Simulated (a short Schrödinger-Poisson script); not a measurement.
System: symmetric double-gate stack, Si3N4 on p-type Si(100), at 77 K.

```csv
layer,material,thickness (nm),Na (cm⁻³)
1,Si3N4,4.1,-
2,Si,4,2e16
3,Si3N4,4.1,-
```

The device is made up for the run: typed textbook-type constants, with dimensions and the other settings drawn at random. Si3N4: permittivity 7.5, conduction-band edge (eV) 1.95, gap (eV) 5.1, electron mass (mₑ) 0.5. Si: permittivity 11.7, conduction-band edge (eV) 0, gap (eV) 1.124, Nv at 300 K (cm⁻³) 3.1e19.

Channel valleys (confinement mass, in-plane density-of-states mass, number): Δ2 0.916, 0.19, 2; Δ4 0.19, 0.417, 4. At the gates, both at one voltage, the conduction-band edge of layer 1 lies 2.17 eV − eVg above the Fermi level of the channel. Gaps are held at their typed values at every temperature. Mesh 0.03 nm at interfaces.

Solved with a short Schrödinger-Poisson script written for these runs: 1D Poisson equation in equilibrium, electrons quantum, Hartree (BenDaniel-Duke, 12 states a valley, the channel's in-plane mass for all, wave functions free to enter the dielectric), parabolic valleys, classical holes, full ionisation, no traps, pinning or gate leakage.

The same stack at other levels of the model or other numerical settings:

```tsv
run	sheet density of all electrons at Vg = 1.7 V (cm⁻²)	sheet density of all electrons at Vg = 0.5 V (cm⁻²)	capacitance of both gates at Vg = 1.7 V (μF/cm²)	rough cost against the base
base	2.47e13	4.00e12	2.86	about 1
electrons treated as classical, Boltzmann	2.90e13	5.22e12	3.20	0.03
electrons treated as classical, Fermi-Dirac	2.70e13	4.95e12	2.98	0.06
mesh six times as coarse	2.47e13	4.00e12	2.86	0.3
one subband a valley	2.45e13	4.00e12	2.83	0.3
```

The classical rows ignore confinement, and Boltzmann statistics overrate the density once the band edge passes the Fermi level.
